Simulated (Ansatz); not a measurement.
System: MgTe (P6₃/mmc, No. 194, 4 atoms in the cell; start mp-1017510; a measured phase of this formula has another space group). Method: LDA (plane waves, PAW; Ansatz, an electronic-structure program).

Settings: plane-wave cutoff 520 eV, 12×12×6 k mesh (along the axes of the cell as run), Fermi–Dirac smearing 0.01 eV, scalar-relativistic PAW data made under PBE.

Cell (relaxed with PBEsol):

```cif
data_Mg2Te2
_chemical_formula_sum 'Mg2 Te2'
_space_group_name_H-M_alt 'P 1'
_space_group_IT_number 1
_cell_length_a 4.17856
_cell_length_b 4.17856
_cell_length_c 6.81596
_cell_angle_alpha 90.000
_cell_angle_beta 90.000
_cell_angle_gamma 120.000
loop_
_space_group_symop_operation_xyz
  'x, y, z'
loop_
_atom_site_label
_atom_site_type_symbol
_atom_site_fract_x
_atom_site_fract_y
_atom_site_fract_z
_atom_site_occupancy
Mg1 Mg 0.00000 0.00000 0.50000 1
Mg2 Mg 0.00000 0.00000 0.00000 1
Te1 Te 0.33333 0.66667 0.25000 1
Te2 Te 0.66667 0.33333 0.75000 1
```

**Question.** Predict the band gap and smallest direct gap on the k points sampled.

**Answer.** 
- band gap: 0.77 eV
- smallest direct gap on the k points sampled: 1.84 eV

Note: cell and atoms aren't relaxed at this level (pressure -1.5 GPa).

Spin–orbit coupling is not included; with these elements it can move the gap by several tenths of an eV or more.

Computed values are for the static lattice.

Computing time: roughly 30 core-seconds.

A start named mp-… is a Materials Project structure, which need not be a measured phase.
